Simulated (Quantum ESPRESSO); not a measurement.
Convergence test for Ga4BiAs3 (Amm2, 8 atoms in the cell)

```cif
data_As6Bi2Ga8
_chemical_formula_sum 'Ga8 Bi2 As6'
_space_group_name_H-M_alt 'Amm2'
_space_group_IT_number 38
_space_group_name_Hall 'A 2 -2'
_cell_length_a 4.19108
_cell_length_b 8.40785
_cell_length_c 11.84496
_cell_angle_alpha 90.000
_cell_angle_beta 90.000
_cell_angle_gamma 90.000
loop_
_atom_site_label
_atom_site_type_symbol
_atom_site_symmetry_multiplicity
_atom_site_Wyckoff_symbol
_atom_site_fract_x
_atom_site_fract_y
_atom_site_fract_z
_atom_site_occupancy
Ga1 Ga 2 b 0.50000 0.50000 0.86093 1
Ga2 Ga 4 d 0.00000 0.23637 0.13073 1
Ga3 Ga 2 b 0.50000 0.50000 0.37614 1
Bi1 Bi 2 a 0.00000 0.00000 0.50129 1
As1 As 2 a 0.00000 0.00000 0.00048 1
As2 As 4 e 0.50000 0.24979 0.24985 1
```
(The calculation used a cell of 8 atoms; values per cell refer to that cell.)

Method: PBEsol, PseudoDojo standard norm-conserving (PBESOL) pseudopotentials (plane waves; Quantum ESPRESSO).

The starting cell comes from a database of computed structures (which also holds hypothetical and non-ambient phases and stackings), without a prior relaxation at this level. The run gives no clean gap (levels at the Fermi energy touch, overlap or are partly filled at this smearing), which alone does not show that the compound is a metal.

Held fixed: ecutwfc = 85 Ry; occupations = smearing; smearing = marzari-vanderbilt; degauss = 0.0147 Ry; potentials = {Ga: Ga.upf, Bi: Bi.upf, As: As.upf}; K_POINTS = automatic 5 3 3 0 0 0; mixing_beta = 0.7.

ΔF is the free energy per atom less that of the last row (7.3e-14 Ry).

```tsv
conv_thr	ΔF (meV/atom)	pressure (GPa)	largest force (eV/Å)	iterations
0.0073 Ry	5.5	-2.45	1.117	4
0.00073 Ry	0.09	-2.70	0.595	5
7.3e-05 Ry	0.09	-2.70	0.595	5
7.3e-06 Ry	0.00	-2.54	0.063	7
7.3e-07 Ry	0.00	-2.56	0.059	8
7.3e-08 Ry	0.00	-2.57	0.060	9
7.3e-10 Ry	0.00	-2.58	0.059	11
1e-10 Ry	0.00	-2.58	0.059	12
7.3e-12 Ry	0.00	-2.58	0.059	14
7.3e-14 Ry	0.00	-2.58	0.059	16
```

Largest force within 0.005 eV/Å of the last row: from conv_thr = 7.3e-06 Ry on; the one before it is off by 0.54 eV/Å. The value it settles on is 0.059 eV/Å at this level of theory and with the other settings as held.
